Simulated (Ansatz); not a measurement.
The starting structures come from a database of crystals and need not be the phases stable at ambient conditions.

 Where the default PAW files enter, the runs use the earlier of Ansatz's two default sets.

Inside the gap of an insulator the Bloch states are evanescent, with a wavenumber k + iκ along the transport direction.

Given:

```xyz
10
Lattice="5.3509 0.0000 0.0000 2.6754 4.6340 0.0000 2.6754 1.5447 4.7415" Properties=species:S:1:pos:R:3 pbc="T T T"
Zn     2.6754     1.5447     0.7007
Zn     8.0263     4.6340     3.0715
Sn     2.6754     1.5447     4.7153
Sn     5.3509     3.0893     2.3446
O      4.5866     1.4300     1.3623
O      4.2960     4.5809     1.3623
O      7.1701     3.2571     1.3623
O      6.1152     4.5193     3.7331
O      3.7303     3.0362     3.7331
O      6.2071     1.7125     3.7331
```

Space group of this cell: R3c. The cell is taken as given; by LDA its mean pressure is -12.6 GPa.

Transport runs along the normal of the first two printed cell vectors, the (001) plane of the conventional cell.

The gap is the functional's own, uncorrected, and κ follows it; spin-orbit coupling is left out. Mid-gap values are interpolated between the computed energies.

### Question
Give the band gap and the smallest decay constant κ at mid-gap that LDA (Ansatz, a first-principles code) yields.

### Answer
Gap 0.98 eV on a 8×8×8 mesh; κ = 0.119 1/Å, at the zone centre.
